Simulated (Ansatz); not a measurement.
**MgS: response to strain**

The parent structure is MgS in the rock salt structure (space group Fm-3m, No. 225).

```
MgS
1.0
    0.00000     2.60152     2.60152
    2.60152     0.00000     2.60152
    2.60152     2.60152     0.00000
Mg S
1 1
Direct
  0.00000   0.00000   0.00000
  0.50000   0.50000   0.50000
```

Cartesian axes are those of the cell as printed.

Strains are applied to the cell and any free atomic positions relax.

Calculations: plane-wave PAW DFT at the r2SCAN level (Ansatz, a program for electronic structure, 500 eV), no SOC.

Notes on the quantities. energy relative to the base: free energy F.

| variant | energy relative to the base | volume per atom | electron mass | band gap | smallest direct gap |
|---|---|---|---|---|---|
| base | 0 meV/atom | 17.61 Å³ | 0.53 mₑ along k, 0.31 mₑ across (at X) | 3.46 eV | 4.64 eV |
| uniaxial strain ε_zz = −3.00 % | +8.5 meV/atom | 17.08 Å³ | 0.51 mₑ along k, 0.32 mₑ across (at X) | 3.38 eV | 4.86 eV |
| uniaxial strain ε_zz = −2.50 % | +5.8 meV/atom | 17.17 Å³ | 0.50 mₑ along k, 0.31 mₑ across (at X) | 3.39 eV | 4.82 eV |
| uniaxial strain ε_zz = −2.00 % | +3.6 meV/atom | 17.25 Å³ | 0.51 mₑ along k, 0.31 mₑ across (at X) | 3.40 eV | 4.78 eV |
| uniaxial strain ε_zz = −1.50 % | +2.0 meV/atom | 17.34 Å³ | 0.51 mₑ along k, 0.31 mₑ across (at X) | 3.42 eV | 4.75 eV |
| uniaxial strain ε_zz = −1.00 % | +0.9 meV/atom | 17.43 Å³ | 0.53 mₑ along k, 0.31 mₑ across (at X) | 3.43 eV | 4.71 eV |
| uniaxial strain ε_zz = −0.50 % | +0.2 meV/atom | 17.52 Å³ | 0.52 mₑ along k, 0.31 mₑ across (at X) | 3.45 eV | 4.68 eV |

Masses are band curvatures over ±0.01 Å⁻¹ around the edge. Along k means along the line from Γ to the band edge. No phonon test of stability was made.
